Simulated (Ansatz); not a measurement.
BaCeO3 (R-3c, No. 167, 10 atoms in the cell; start mp-4900; a measured phase of this formula has another space group) was calculated with PBEsol (PAW; Ansatz, an electronic-structure program).

Settings: plane-wave cutoff 520 eV, 8×8×8 k mesh, Fermi–Dirac smearing 0.01 eV, no spin polarisation, scalar-relativistic PAW data made under PBE.

Cell (relaxed at this level):

```cif
data_Ba6Ce6O18
_chemical_formula_sum 'Ba6 Ce6 O18'
_space_group_name_H-M_alt 'R-3c :H'
_space_group_IT_number 167
_space_group_name_Hall '-R 3 2"c'
_cell_length_a 6.22869
_cell_length_b 6.22869
_cell_length_c 14.97653
_cell_angle_alpha 90.000
_cell_angle_beta 90.000
_cell_angle_gamma 120.000
loop_
_atom_site_label
_atom_site_type_symbol
_atom_site_symmetry_multiplicity
_atom_site_Wyckoff_symbol
_atom_site_fract_x
_atom_site_fract_y
_atom_site_fract_z
_atom_site_occupancy
Ba1 Ba 6 a 0.00000 0.00000 0.25000 1
Ce1 Ce 6 b 0.00000 0.00000 0.00000 1
O1 O 18 e 0.57440 0.57440 0.25000 1
```
(The calculation used a cell of 10 atoms; values per cell refer to that cell.)

Problem. Predict the band gap.

Solution. 
- band gap: 2.25 eV (on the SCF k mesh)

Note: the relaxation could not lower the start's symmetry, so the cell can be a saddle point above a distorted one; the 4f shell is treated without U or exact exchange, so its levels and filling can be wrong.

Spin–orbit coupling is not included.

Computed values are for the static lattice.

A start named mp-… is a Materials Project structure, which need not be a measured phase.
